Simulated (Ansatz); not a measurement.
**What strain tensor (xx, yy, zz, yz, xz, xy) = (+0.89, +0.52, −2.00, +0.37, −0.21, −1.08) % does to PtGe**

Base system: PtGe (space group Pnma, No. 62; a = 5.772 Å, b = 3.713 Å, c = 6.129 Å). Axes: x, y, z lie along a, b, c of the conventional cell.

The change: strain tensor (xx, yy, zz, yz, xz, xy) = (+0.89, +0.52, −2.00, +0.37, −0.21, −1.08) %; the atoms relax in the strained cell.

Computed with plane-wave PAW DFT at the r2SCAN level (Ansatz, a program for electronic structure, 500 eV), scalar-relativistic without spin-orbit coupling. Settings: 8×13×8 k-points, 0.05 eV Fermi–Dirac smearing.

| quantity | base | changed | shift |
|---|---|---|---|
| volume per atom | 16.42 Å³ | 16.32 Å³ | -0.10 Å³ |
| space group | Pnma (No. 62) | P-1 (No. 2) | – |
| energy relative to the base (free energy F) | 0 meV/atom | +4.6 meV/atom | +4.6 meV/atom |
| pressure (mean of the normal stresses, compression positive) | 0.0 GPa | 1.1 GPa | +1.1 GPa |
| band gap | zero | zero | – |
| largest internal atomic displacement | – | 0.019 Å | – |
| stress (xx, yy, zz, yz, xz, xy; compression positive) (rough) | – | (-0.1, 0.3, 3.0, -0.6, 0.4, 1.1) GPa | – |

Without a gap, meshes like the base's 8×13×8 leave anisotropic stresses uncertain by several tenths of a GPa, and small strain energies with them. Whether these cells are dynamically stable was not tested. All final runs are without spin polarisation.
